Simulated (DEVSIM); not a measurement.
Structure: W/SiO2/p-Si capacitor, at 300 K.

```tsv
layer (left to right)	material	thickness (nm)	Na (cm⁻³)
1	SiO2	17.0	-
2	Si	1300	1.9e17
```

Metal gate on the left, work function 4.6 eV. Fixed charge at the semiconductor interface 0 cm⁻² (in units of +e); interface traps 3.9e12 cm⁻² eV⁻¹, uniform in energy, neutral level at 0.5 of the gap above the valence band.

Constants are typed, rounded textbook-type inputs, not results; the design itself was drawn at random and stands for no fabricated device. Values at 300 K.

```tsv
parameter	SiO2	Si
gap (eV)	9	1.124
affinity (eV)	0.9	4.05
permittivity	3.9	11.7
Nc (cm⁻³)	-	2.86e19
Nv (cm⁻³)	-	3.1e19
```

Simulated with DEVSIM: 1D Poisson equation in equilibrium, Boltzmann statistics, complete ionisation; no quantum confinement or tunnelling. Metal contacts follow the ideal Schottky-Mott rule: no Fermi-level pinning, no interface dipoles.

The gate work function was swept, all else fixed.

```json
[
 {"gate work function (eV)": "4.3", "flat-band voltage (V)": "-2.07"},
 {"gate work function (eV)": "4.45", "flat-band voltage (V)": "-1.92"},
 {"gate work function (eV)": "4.6", "flat-band voltage (V)": "-1.77"},
 {"gate work function (eV)": "4.75", "flat-band voltage (V)": "-1.62"},
 {"gate work function (eV)": "4.9", "flat-band voltage (V)": "-1.47"}
]
```

From the first row to the last the flat-band voltage goes from -2.07 to -1.47.
